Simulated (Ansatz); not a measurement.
C11b WSi2, treated with revPBE (plane waves, PAW; Ansatz, an electronic-structure program).

Settings: plane-wave cutoff 520 eV, 24×24×24 k mesh, Fermi–Dirac smearing 0.05 eV, no spin polarisation, scalar-relativistic PAW data made under PBE.

The cell is scaled about its equilibrium volume:

Shape and atoms are relaxed at each volume.

| V (Å³/atom) | P (GPa) | c (Å) | a (Å) |
|---|---|---|---|
| 13.244 | 9.50 | 7.799 | 3.192 |
| 13.520 | 4.50 | 7.844 | 3.216 |
| 13.796 | 0.01 | 7.889 | 3.239 |
| 14.072 | -4.02 | 7.934 | 3.262 |
| 14.348 | -7.63 | 7.979 | 3.285 |

Note: the bulk modulus comes from volumes at which shape and atoms were relaxed.
